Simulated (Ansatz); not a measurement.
What tensor shear ε_xz = +2.53 % does to Nb

The reference is Nb in the bcc (W type) structure (space group Im-3m, No. 229; a = 3.271 Å). Axes: x, y, z lie along the cube axes.

One thing is altered: tensor shear ε_xz = +2.53 % (engineering shear γ = 0.0506), atoms relaxed at fixed cell.

Calculations: PBEsol (Ansatz, a program for electronic structure, PAW, spin-orbit coupling left out). Settings: 20×20×20 k-points, 0.05 eV Fermi–Dirac smearing.

The volume per atom hardly moves (17.50 Å³ against 17.49 Å³) and the space group becomes Fmmm (No. 69) (base: Im-3m (No. 229)). The shortest interatomic distance drops by 0.048 Å, from 2.833 Å to 2.785 Å and the energy increases by 2.4 meV/atom. The pressure (mean of the normal stresses, compression positive) goes from zero to 0.2 GPa and the band gap remains zero. The stress (xx, yy, zz, yz, xz, xy; compression positive) is (0.1, 0.4, 0.1, 0.0, -0.7, 0.0) GPa (rough).

Final structure:

```yaml
crystal:
  lattice:
    - [-1.59425, 1.63563, 1.59425]
    - [1.67701, -1.63563, 1.67701]
    - [1.59425, 1.63563, -1.59425]
  atoms:
    - { symbol: Nb, position: [0.00000, 0.00000, 0.00000] }
```

Without a gap, meshes like the base's 20×20×20 leave anisotropic stresses uncertain by several tenths of a GPa, and small strain energies with them. The cells carry an imposed strain or load. Stability against distortions was not tested. All final runs are without spin polarisation.
